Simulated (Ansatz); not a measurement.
We consider AlB2-type ZrB₂, described by revPBE in Ansatz (plane waves, PAW).

Numerical settings: plane-wave cutoff 520 eV, 24×24×18 k mesh (along the axes of the cell as run), Fermi–Dirac smearing 0.08 eV (set by the program), scalar-relativistic PAW data made under PBE.

Computed at the level's own relaxed cell.

Hill averages of the elastic tensor: K = 231.6 GPa, G = 226.3 GPa. Volume 10.399 Å³/atom, mean atomic mass 37.615 u.

Work out the density, the sound velocities of a polycrystal and the elastic Debye temperature, and Pugh's ratio at this level.

ρ = 1.66054 × 37.615/10.399 = 6.006 g/cm³. v_l = √[(K + 4G/3)/ρ] = 9.423 km/s and v_t = √(G/ρ) = 6.138 km/s. The mean follows from 3/v_m³ = 1/v_l³ + 2/v_t³: v_m = 6.730 km/s. Θ_D = (ħ/k_B) v_m (6π²/V)^(1/3) = 76.38 K Å s/km × 6.730 × 1.7857 Å⁻¹ = 918 K, counting all atoms of the cell. K/G = 1.02, to be set beside Pugh's rough bound of 1.75 between brittle and ductile metals.

Ansatz is an electronic-structure program.
